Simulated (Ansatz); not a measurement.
**Re: transverse stress against strain**

Re (hcp, P6_3/mmc, 14.560 Å³/atom at rest, c along z) under a strain ε along a direction in the basal plane (axis x), the other axes held. PBEsol in Ansatz, a plane-wave DFT program (PAW, default set), 420 eV, 24×24×13 Γ-centred mesh, Fermi-Dirac smearing 0.10 eV; ions are relaxed within the symmetry of each cell. Stress is positive for a compressed cell.

Here s stands for strain and y for stress zz.

```csv
strain (%),stress zz (GPa)
-1.50,3.60
-1.00,2.39
-0.50,1.18
0.00,-0.01
0.50,-1.19
1.00,-2.36
1.50,-3.52
3.00,?
```

Fit y of the 7 rows that show it with a straight line. Means: s 0, y 0.013. About the means, the sum of products is -16.615 and the sum of squares of s is 7.0000; the slope is their ratio. Least squares gives y = 0.013 - 2.3736·s. Residuals (row less fit): 0.027, 0.003, -0.020, -0.023, -0.016, 0.001, 0.027; standard error 0.023 (degrees of freedom: 5). The slope gives the elastic constant C13 = 237 ± 0.9 GPa.

Problem. Predict the withheld y at s = 3.00 from the fit, and compare with the calculation.

Solution. y = 0.013 - 2.3736 × 3.0 = -7.108 GPa. The calculation gives -6.93 GPa, 0.178 GPa above the prediction (1.7 % of the range of y in the table). The row lies outside the fitted rows, so this is an extrapolation. From the scatter of the fitted rows alone, a prediction at this place has a standard error of 0.036 GPa, so the miss is 4.9 times that.

One order more, fitted to all 13 runs of the series, follows each within 0.01, so the miss is the next term of a smooth law. In a metal these values are sensitive to mesh and smearing; energies are taken to zero smearing, stresses follow the free energy. Rows are the converged runs of the series near zero and its far end; series whose fitted rows scatter by over a few per cent of the range, as at a crossing or softening among them, aren't shown in this form. Most that stay on the fit to the last digits aren't either.
